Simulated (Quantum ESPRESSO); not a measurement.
## Quick settings and what they miss: Nb3In (Cmmm, 4 atoms in the cell)

Self-consistent single point.

```
CELL_PARAMETERS angstrom
      1.73572    -2.32255     0.00000
      1.73572     2.32255     0.00000
      0.00000     0.00000     9.44246
ATOMIC_POSITIONS crystal
  Nb 0.50000 0.50000 0.74332
  Nb 0.50000 0.50000 0.25668
  Nb 0.00000 0.00000 0.50000
  In 0.00000 0.00000 0.00000
```

Level of theory: PBEsol, GBRV 1.5 ultrasoft (PBESOL) pseudopotentials (plane waves; Quantum ESPRESSO).

Base settings: ecutwfc = 40 Ry; ecutrho = 320 Ry; occupations = smearing; smearing = gauss; degauss = 0.0073499 Ry; potentials = {Nb: nb_pbesol_v1.uspp.F.UPF, In: in_pbesol_v1.4.uspp.F.UPF}; K_POINTS = automatic 10 10 3 0 0 0; conv_thr = 1e-10 Ry; mixing_beta = 0.4.

Tight run (finer mesh or higher cutoff; not a proven limit): ecutwfc: 40 Ry → 56 Ry; ecutrho: 320 Ry → 448 Ry; conv_thr: 1e-10 Ry → 7.3e-11 Ry; K_POINTS: automatic 10 10 3 0 0 0 → automatic 14 14 5 0 0 0. It gave Fermi level (on the code's own zero) 16.39 eV; pressure -5.55 GPa; largest force (vector length) 0.193 eV/Å.

Quick runs, as changes from the base:
- A: the base itself
- B: ecutwfc: 40 Ry → 24 Ry; ecutrho: 320 Ry → 192 Ry; pseudopotentials: {Nb: nb_pbesol_v1.uspp.F.UPF, In: in_pbesol_v1.4.uspp.F.UPF} → {Nb: nb_lda_v1.uspp.F.UPF, In: in_lda_v1.4.uspp.F.UPF}; K_POINTS: automatic 10 10 3 0 0 0 → automatic 6 6 6 1 1 1 [LDA (PZ)]…
- C: ecutwfc: 40 Ry → 24 Ry; ecutrho: 320 Ry → 192 Ry; K_POINTS: automatic 10 10 3 0 0 0 → automatic 1 1 1 0 0 0
- D: ecutwfc: 40 Ry → 20 Ry; ecutrho: 320 Ry → 160 Ry; conv_thr: 1e-10 Ry → 7.3e-06 Ry; pseudopotentials: {Nb: nb_pbesol_v1.uspp.F.UPF, In: in_pbesol_v1.4.uspp.F.UPF} → {Nb: nb_lda_v1.uspp.F.UPF, In: in_lda_v1.4.uspp.F.UPF}; K_POINTS: automatic 10 10 3 0 0 0 → automatic 4 4 4 1 1 1 [LDA (PZ)]
- E: ecutwfc: 40 Ry → 32 Ry; ecutrho: 320 Ry → 256 Ry; smearing: gauss → cold; degauss: 0.0073499 Ry → 0.019992 Ry; K_POINTS: automatic 10 10 3 0 0 0 → automatic 2 2 2 0 0 0
- F: ecutwfc: 40 Ry → 20 Ry; ecutrho: 320 Ry → 160 Ry; K_POINTS: automatic 10 10 3 0 0 0 → automatic 2 2 2 0 0 0

Energies are extrapolated to zero smearing width, which holds to low order in the width alone (under cold and Methfessel-Paxton smearing the free energy itself is taken).

Dashes: energy of B, D, another energy zero; time of C, D, E, F, under 30 s; pressure of D, not trusted under this conv_thr with d or f elements.

† marks runs with another functional, U, potentials or spin treatment: their distance from the tight run is not a convergence error alone.

The count of work is k-points × plane waves × bands × iterations; it is no time. Core times come from one kind of shared machine and are given to one figure; runs under 30 s give none.

The starting cell comes from a database of computed structures (which also holds hypothetical and non-ambient phases and stackings), without a prior relaxation at this level. Its lattice was rescaled by a random factor within 2.5 % of one. Spin polarisation is off. In the base run, with a pressure of about -6 GPa the cell is away from its equilibrium volume at this level.

```csv
run,energy less tight (meV/atom),pressure less tight (GPa),largest miss in a force vector (eV/Å),count of work / tight,core time / tight (rough)
A,21.2,-0.30,0.007,0.22,0.2
B†,–,-40.42,0.040,0.056,0.04
C,-1052.6,-23.33,2.533,0.0018,–
D†,–,–,0.331,0.0098,–
E,-669.5,-9.27,0.612,0.016,–
F,2234.9,-117.96,0.641,0.0076,–
```

Among the runs at the tight run's level, the energy misses run from 21.2 to 2234.9 meV/atom.
